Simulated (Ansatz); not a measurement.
NaF (model structure, started from the wurtzite type, P6₃/mmc, No. 194, 4 atoms in the cell) was calculated with LDA (plane waves, PAW; Ansatz, a program for electronic structure).

Run with plane-wave cutoff 520 eV, 12×12×6 k mesh (along the axes of the cell as run), Fermi–Dirac smearing 0.01 eV, scalar-relativistic PAW data made under PBE.

Cell (relaxed at this level):

```yaml
crystal:
  lattice:
    - [3.79229, 0.00000, 0.00000]
    - [-1.89614, 3.28422, 0.00000]
    - [0.00000, 0.00000, 4.45905]
  atoms:
    - { symbol: Na, position: [0.66667, 0.33333, 0.06260] }
    - { symbol: Na, position: [0.33333, 0.66667, 0.56260] }
    - { symbol: F, position: [0.66667, 0.33333, 0.56260] }
    - { symbol: F, position: [0.33333, 0.66667, 0.06260] }
```

Problem. Estimate the band gap and bulk modulus B0 that the calculation returns.

Solution. 
band gap: 5.57 eV (on the SCF k mesh)
bulk modulus B0: 47.6 GPa

Note: the bulk modulus is −V dP/dV from two relaxed cells at ±2 % in volume; the relaxation could raise the start's symmetry but not lower it, so the cell can be a saddle point.

Computed values are for the static lattice.

A model structure was made by putting elements into a prototype or built by hand; it is no filed structure, need not be a known phase, and can be a saddle point held by its symmetry.
